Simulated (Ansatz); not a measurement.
Start from Ti in the hcp (Mg type) structure (space group P6_3/mmc, No. 194; a = 2.864 Å, c = 4.537 Å; relaxed with 0.1 eV smearing).

Computed with LDA (Ansatz, an electronic-structure program, PAW, no spin-orbit coupling).

Strains are applied to the cell and any free atomic positions relax.

One change was made to it. Results:

The energy increases by 48 meV/atom; the pressure (mean of the normal stresses, compression positive) goes from zero to -9.6 GPa.

Task: What was done to the base?
A. isotropic strain +2.50 %
B. isotropic strain +3.00 %
C. isotropic strain −1.50 %
D. isotropic strain +1.00 %
E. isotropic strain −2.00 %

Result: B, isotropic strain +3.00 %. For comparison, the energy relative to the base in the other runs: isotropic strain +2.50 % gives +34 meV/atom; isotropic strain −1.50 % gives +13 meV/atom; isotropic strain +1.00 % gives +5.6 meV/atom; isotropic strain −2.00 % gives +24 meV/atom.

No phonon test of stability was made. All final runs are without spin polarisation.
